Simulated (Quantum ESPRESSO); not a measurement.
Quantum ESPRESSO run on Pd (Fm-3m, 1 atom in the cell): self-consistent single point.

Computed with PBEsol, SSSP 1.1.2 efficiency (PBE) pseudopotentials (plane waves; Quantum ESPRESSO).

```xyz
1
Lattice="0.0000 1.9298 1.9298 1.9298 0.0000 1.9298 1.9298 1.9298 0.0000" Properties=species:S:1:pos:R:3 pbc="T T T"
Pd     0.0000     0.0000     0.0000
```

Reference input (self-consistent single point, DFT, PBE, plane waves, SSSP 1.1.2 efficiency (PBE) pseudopotentials): ecutwfc = 60 Ry; occupations = smearing; smearing = gaussian; degauss = 0.0099958 Ry; potentials = {Pd: Pd_ONCV_PBE-1.0.oncvpsp.upf}; K_POINTS = automatic 15 15 15 0 0 0; conv_thr = 1e-11 Ry. This run's input differs from it in these lines:

```diff
@@ -15,2 +15,3 @@
     degauss = 0.0099958
+    input_dft = 'pbesol'
 /
```

Output (repeated stretches shortened):

```
     Self-consistent Calculation

     iteration #  1     ecut=    60.00 Ry     beta= 0.70

     Threshold (ethr) on eigenvalues was too large:
     Diagonalizing with lowered threshold

     total energy              =    -252.98437513 Ry
     estimated scf accuracy    <       0.00299354 Ry

     iteration #  2     ecut=    60.00 Ry     beta= 0.70

     total energy              =    -252.98453585 Ry
     estimated scf accuracy    <       0.00037648 Ry

     iteration #  3     ecut=    60.00 Ry     beta= 0.70

     total energy              =    -252.98463610 Ry
     estimated scf accuracy    <       0.00012867 Ry

   [... 3 blocks of this kind left out ...]

     iteration #  7     ecut=    60.00 Ry     beta= 0.70

     total energy              =    -252.98465940 Ry
     estimated scf accuracy    <          1.4E-10 Ry

     iteration #  8     ecut=    60.00 Ry     beta= 0.70
     End of self-consistent calculation

     Number of k-points >= 100: set verbosity='high' to print the bands.

     the Fermi energy is    20.7045 ev

!    total energy              =    -252.98465940 Ry
     estimated scf accuracy    <          6.8E-13 Ry
     smearing contrib. (-TS)   =      -0.00139382 Ry
     internal energy E=F+TS    =    -252.98326558 Ry

     convergence has been achieved in   8 iterations

     Forces acting on atoms (cartesian axes, Ry/au):

     atom    1 type  1   force =     0.00000000    0.00000000    0.00000000

     Total force =     0.000000     Total SCF correction =     0.000000

          total   stress  (Ry/bohr**3)                   (kbar)     P=       22.01
   0.00014961   0.00000000   0.00000000           22.01        0.00        0.00
   0.00000000   0.00014961   0.00000000            0.00       22.01        0.00
   0.00000000   0.00000000   0.00014961            0.00        0.00       22.01

   JOB DONE.
```

The run converged in 8 iterations. Against the reference run the pressure goes from 12.52 to 2.20 GPa.

The starting cell has typed, rounded lattice constants, without a prior relaxation at this level. Its lattice was rescaled by a random factor within 2.5 % of one. Spin polarisation is off.
